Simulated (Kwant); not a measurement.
Model system: GaAs/Al0.3Ga0.7As stack with 1 barrier. One parabolic valley. Leads of mass 0.067 mₑ with the band edge at 0; grid 0.1 nm; bias 0 V, dropping linearly over the stack.

| layer | thickness (nm) | band offset (eV) | mass (mₑ) |
|---|---|---|---|
| 1 | 4.2 | 0.24 | 0.092 |

Constants are typed, rounded textbook-type inputs, not results; the design itself was drawn at random and stands for no fabricated device.

Computed with Kwant: one-band effective-mass tight-binding model in one dimension, coherent, no space charge.

Task: Work out the transmission below the barrier top from T = 1/(1 + ((ζ + 1/ζ)/2)² sinh²(κa)), ζ = (k/m_lead)/(κ/m_barrier).

Result: E = 0.04662 eV: k = 0.2863 nm⁻¹, κ = 0.6833 nm⁻¹, ζ = 0.5753, T = 0.00958. The simulation gives 0.00960, the same within the digits that matter. E = 0.1193 eV: k = 0.4580 nm⁻¹, κ = 0.5399 nm⁻¹, ζ = 1.165, T = 0.0411. The simulation gives 0.0411, the same within the digits that matter. E = 0.1829 eV: k = 0.5671 nm⁻¹, κ = 0.3714 nm⁻¹, ζ = 2.097, T = 0.105. The simulation gives 0.105, the same within the digits that matter. What differs comes from the grid.
